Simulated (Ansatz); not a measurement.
The reference is SiO$_{2}$ in the rutile structure (space group P4_2/mnm, No. 136; a = 4.185 Å, c = 2.668 Å).

Calculations: r2SCAN/PAW in Ansatz (an electronic-structure program), scalar-relativistic without spin-orbit coupling, earlier PAW set.

Modification: Pb takes the place of Si on all its sites, then cell and atoms are relaxed.

Measured lattice parameter a: SiO2 4.179 Å (room temperature; as listed in Zenji Hiroi, Progress in Solid State Chemistry (2015)); PbO2 4.9578 Å (room temperature; as listed in Zenji Hiroi, Progress in Solid State Chemistry (2015)).

Question: How well does r2SCAN reproduce the measured shift?

Answer: With r2SCAN the lattice parameter a moves by +0.802 Å (4.185 → 4.987) against +0.779 Å measured.

Stability against distortions was not tested. The final runs are not spin-polarised.
